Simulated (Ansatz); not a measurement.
B20 (FeSi-type) CoSi was calculated with PBE-D4 (PAW; Ansatz, a first-principles code).

Run with plane-wave cutoff 520 eV, 12×12×12 k mesh, Fermi–Dirac smearing 0.05 eV, no spin polarisation, scalar-relativistic PAW data made under PBE.

Cell (relaxed at this level):

```
CELL_PARAMETERS angstrom
      4.38567     0.00000     0.00000
      0.00000     4.38567     0.00000
      0.00000     0.00000     4.38567
ATOMIC_POSITIONS crystal
  Co 0.85400 0.64600 0.35400
  Co 0.35400 0.85400 0.64600
  Co 0.14600 0.14600 0.14600
  Co 0.64600 0.35400 0.85400
  Si 0.15640 0.34360 0.65640
  Si 0.65640 0.15640 0.34360
  Si 0.84360 0.84360 0.84360
  Si 0.34360 0.65640 0.15640
```

Q: Estimate the bulk modulus and pressure derivative B′ of the bulk modulus that the calculation returns.

A: 
* **bulk modulus**: 240 GPa
* **pressure derivative B′ of the bulk modulus**: 4.8

The run finds no gap.

Measured, for comparison: bulk modulus 207 GPa (temperature not stated, no zero-point or thermal correction; as tabulated in Electronic Structure of B20 (FeSi-Type) Transition-Metal Monosilicides …). Computed (rounded) less measured: bulk modulus +16 %.

Note: the bulk modulus comes from volumes at which shape and atoms were relaxed.

Computed values are for the static lattice.
